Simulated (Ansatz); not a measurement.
We consider VPt2 (Immm, No. 71), described by LDA (Ansatz, a program for electronic structure, PAW).

Numerical settings: plane-wave cutoff 500 eV, 24×24×24 k mesh, Fermi–Dirac smearing 0.1 eV, no spin polarisation, scalar-relativistic PAW data made under PBE.

Computed at the level's own relaxed cell.

### Question
Predict the volume per atom.

### Answer

- volume per atom = 13.89 Å³/atom

The run finds no gap.

Spin–orbit coupling is not included.

Computing time: very roughly 8 core-minutes.
